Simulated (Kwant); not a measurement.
System: quantum point contact (saddle potential) in a GaN two-dimensional gas. Effective mass 0.22 mₑ, grid spacing 3.3 nm, hard walls, nominal width 100 nm (31 grid rows, so walls 105.6 nm apart), one parabolic valley, scattering region 300 nm long along x; energies count from the band bottom; Fermi energy 0.00125 eV. Potential (V0 + ½k y²) cos²(πx/L) for |x| < L/2, with V0 swept from 0.0013125 to 0 eV, k = 3.4e-06 eV/nm², L = 130 nm.

The device is made up for the run: typed textbook-type constants, with dimensions and the other settings drawn at random.

Computed with Kwant: effective-mass tight-binding model on a square grid, one spin, coherent transport at 0 K. Conductance is in e²/h.

**Question.** Compare with the saddle-point formula G = Σ 1/(1 + exp(−2π(E − V0 − ħωy(n + ½))/ħωx)), taking ħωy = ħ√(k/m) and ħωx from the curvature along x of V0 plus half of the mode's confinement energy.

**Answer.** ħωy = 1.09 meV; at V0 = 1.07 meV the lowest mode has ħωx = 0.735 meV.

```csv
V0 (meV),formula,simulation
1.24,0.014,0.012
1.07,0.045,0.044
0.894,0.15,0.16
0.723,0.46,0.50
0.552,0.85,0.87
0.380,0.98,0.99
```

The formula takes a parabolic saddle in the continuum; the run has the full potential on a grid.
